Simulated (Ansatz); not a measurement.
Input and output of a self-consistent single point for AlCuBr4 (P-42c, 12 atoms in the cell) (Ansatz, a program for electronic structure)

Method: LDA (PW92), default PAW files made with PBE (plane waves; Ansatz).

Input:

Ansatz 0.2 input:
```yaml
# AlCuBr4
crystal:
  lattice:
    - [5.732100, 0.000000, 0.000000]
    - [0.000000, 5.732100, 0.000000]
    - [0.000000, 0.000000, 10.604600]
  atoms:
    - { symbol: Cu, position: [0.500000, 0.500000, 0.500000] }
    - { symbol: Cu, position: [0.500000, 0.500000, 0.000000] }
    - { symbol: Al, position: [0.500000, 0.000000, 0.250000] }
    - { symbol: Al, position: [0.000000, 0.500000, 0.750000] }
    - { symbol: Br, position: [0.740910, 0.228830, 0.372570] }
    - { symbol: Br, position: [0.228830, 0.259090, 0.627430] }
    - { symbol: Br, position: [0.259090, 0.771170, 0.372570] }
    - { symbol: Br, position: [0.771170, 0.740910, 0.627430] }
    - { symbol: Br, position: [0.740910, 0.771170, 0.127430] }
    - { symbol: Br, position: [0.228830, 0.740910, 0.872570] }
    - { symbol: Br, position: [0.259090, 0.228830, 0.127430] }
    - { symbol: Br, position: [0.771170, 0.259090, 0.872570] }
kpoints:
  mp_grid: { grid: [3, 3, 2] }
hamiltonian:
  xc: lda
  pseudopotentials: { kind: paw }
scf:
  occupations: { method: fermi_dirac, width: 0.1 eV }
output:
  forces: true
  eigenvalues: true
  stress: true
```

Output, abridged:

```
WARN basis.ecutwfc = 420 eV, the default
WARN ansatz: RAYON_NUM_THREADS=1 ignored (pool sized by the plan → 1); use --threads N
Pseudopotentials: kind: paw
Pseudopotential: Cu, paw, valence charge 19
Pseudopotential: Al, paw, valence charge 3
Pseudopotential: Br, paw, valence charge 7
Crystal: 12 atoms, lattice volume = 348.435 Å³
Basis set: ecut = 420 eV, 6855 PW (Γ)
Bands: 62, of which v1, the nominal top of the filled ones, is band 50 counted from 1 (49 counted from 0)
Symmetry: 8 space group operations
Space group: P-42c (ITA 112), of the structure as read, at distance tolerance 7.0e-5 Å
k-points: 6 of 18
PAW frozen core: Cu, regenerated for the run's functional, and the local potential with it
PAW frozen core: Al, regenerated for the run's functional, and the local potential with it
PAW frozen core: Br, regenerated for the run's functional, and the local potential with it
Initial density: superposition of atomic densities (neutral atoms: chi_scale 0, normalization atom), corrected by the library's trained network
Initial wavefunctions: pseudopotential atomic-orbital guess
Eigensolver: davidson
Functional: x = slater, c = lda
SCF iter   1: F=—  HF=-35697.385020 eV  |F-HF|=—  |Δ(HF+E_count)|=         —  Δρ=7.29e-3  dr2=8.95e-2  ethr=1.77e-3  ⟨swp⟩=10.3  Hψ=2002  notcnv=0
all-band conjugate gradients solve this SCF's bands
preconditioner: auto → Resta (q_TF=auto, 2.216 Å⁻¹)
SCF iter   2: F=—  HF=-35697.380259 eV  |F-HF|=—  |Δ(HF+E_count)|=   4.76e-3  Δρ=4.77e-3  dr2=5.85e-2  ethr=8.95e-5  ⟨swp⟩=2.0  Hψ=788  notcnv=0  defer=13
SCF iter   3: F=—  HF=-35697.364546 eV  |F-HF|=—  |Δ(HF+E_count)|=   1.57e-2  Δρ=2.32e-3  dr2=1.08e-2  ethr=5.85e-5  ⟨swp⟩=2.0  Hψ=672  notcnv=0  defer=13
SCF iter   4: F=—  HF=-35697.362442 eV  |F-HF|=—  |Δ(HF+E_count)|=   2.10e-3  Δρ=2.92e-4  dr2=3.65e-4  ethr=1.08e-5  ⟨swp⟩=2.0  Hψ=492  notcnv=0
SCF iter   5: F=—  HF=-35697.362452 eV  |F-HF|=—  |Δ(HF+E_count)|=   1.04e-5  Δρ=1.37e-4  dr2=8.19e-5  ethr=3.65e-7  ⟨swp⟩=2.2  Hψ=484  notcnv=0
SCF iter   6: F=—  HF=-35697.362447 eV  |F-HF|=—  |Δ(HF+E_count)|=   5.15e-6  Δρ=3.00e-5  dr2=4.08e-6  ethr=8.19e-8  ⟨swp⟩=2.2  Hψ=547  notcnv=0
SCF iter   7: F=—  HF=-35697.362448 eV  |F-HF|=—  |Δ(HF+E_count)|=   7.41e-7  Δρ=1.06e-5  dr2=4.74e-7  ethr=4.08e-9  ⟨swp⟩=2.8  Hψ=619  notcnv=0
SCF iter   8: F=-35697.362448 eV  HF=-35697.362448 eV  |F-HF|=4.11e-8  |Δ(HF+E_count)|=   6.84e-8  Δρ=3.85e-6  dr2=4.09e-8  ethr=1.00e-10  ⟨swp⟩=11.5  Hψ=1712  notcnv=0
SCF 1 converged in 8 iterations: F = -35697.362448 eV  dr2 = 4.09e-8
SCF converged after 8 iterations
Free energy (F): -35697.362448 eV
Harris-Foulkes:  -35697.362448 eV  (|F-HF|=4.11e-8)
Internal energy: -35697.362420 eV  (E = F + TS)
E sigma→0 (E₀):  -35697.362434 eV
Entropy (-TS):   -0.000028 eV (-0.002 meV/atom)
Fermi energy:    4.262642 eV
--- Per-component energies (eV) ---
  E_band       = -1351.715503
  E_kinetic    = 1718.220234
  E_local      = -16129.172706  (includes V_loc(G=0)·N_el)
  E_nonlocal   = 1417.425519
  E_hartree    = 6911.990197
  E_xc         = -2339.383334
  E_vxc        = -1119.192115  (∫ρ·V_xc dr)
  E_paw        = -21388.112124  (= ΣΔE_a)
  E_vpaw       = -1063.003696  (= ΣTr[D̂ρ^β])
  E_aug_tail   = 0.000461  (compensation charges beyond the density's cutoff)
  E_ewald      = -5890.993511
  E_core_change = 2.662844  (= ΣΔE_core)
  E_smearing   = -0.000028  (= −TS)
  E_closure    = -0.000000  (closes the sum)
  Σ components = -35697.362448   (vs F -35697.362448, Δ=0.00e0)
--- Forces (eV/Å), atoms counted from 1 ---
  atom   1  Cu     0.00000000    -0.00000000     0.00000000
  atom   2  Cu     0.00000000     0.00000000     0.00000000
  atom   3  Al     0.00000000     0.00000000     0.00000000
  atom   4  Al     0.00000000     0.00000000     0.00000000
  atom   5  Br    -0.13962250     0.29084728     0.28018258
  atom   6  Br     0.29084728     0.13962250    -0.28018258
  atom   7  Br     0.13962250    -0.29084728     0.28018258
  atom   8  Br    -0.29084728    -0.13962250    -0.28018258
  atom   9  Br    -0.13962250    -0.29084728    -0.28018258
  atom  10  Br     0.29084728    -0.13962250     0.28018258
  atom  11  Br     0.13962250     0.29084728    -0.28018258
  atom  12  Br    -0.29084728     0.13962250     0.28018258
  max |Σ_I F_I| component: 1.11e-16 eV/Å
--- Stress (GPa, compression-positive) ---
       -1.902439       0.000000       0.000000
        0.000000      -1.902439       0.000000
        0.000000      -0.000000      -1.931802
  P = ⅓ Tr σ = -1.9122 GPa (-19.122 kbar)
  The stress holds the Pulay correction. Without it, at fixed plane waves, as pw.x and ABINIT print it: P = -1.9474 GPa
--- Band table (eV; the first three rows and the last of 6) ---
  k-point 0: bands = ["-106.5259", "-106.5259", "-64.3999", "-64.3999", "-64.3999", "-64.3999", "-64.3658", "-64.3658", "-12.4387", "-12.1955", "-11.9409", "-11.7400", "-11.7400", "-11.7215", "-11.7215", "-11.6618", "-3.1351", "-3.0519", "-1.3923", [...]
  k-point 1: bands = ["-106.5259", "-106.5259", "-64.3999", "-64.3999", "-64.3999", "-64.3999", "-64.3658", "-64.3658", "-12.3478", "-12.3478", "-11.7707", "-11.7707", "-11.7394", "-11.7394", "-11.7222", "-11.7222", "-3.0929", "-3.0929", "-1.3685", [...]
  k-point 2: bands = ["-106.5259", "-106.5259", "-64.3999", "-64.3999", "-64.3999", "-64.3999", "-64.3658", "-64.3658", "-12.3184", "-12.1690", "-11.8882", "-11.8352", "-11.7976", "-11.7771", "-11.7141", "-11.6772", "-3.0531", "-2.9798", "-1.7386", [...]
  k-point 5: bands = ["-106.5259", "-106.5259", "-64.3999", "-64.3999", "-64.3999", "-64.3999", "-64.3658", "-64.3658", "-12.1817", "-12.1817", "-11.8445", "-11.8445", "-11.8111", "-11.8111", "-11.7516", "-11.7516", "-3.0705", "-3.0705", "-1.8498", [...]
```

The run converged in 8 iterations.

The starting cell comes from a database of published, mostly measured structures (it also holds non-ambient and calculated ones), without a prior relaxation at this level. Ansatz's pressure includes its estimate of the finite-basis (Pulay) stress.
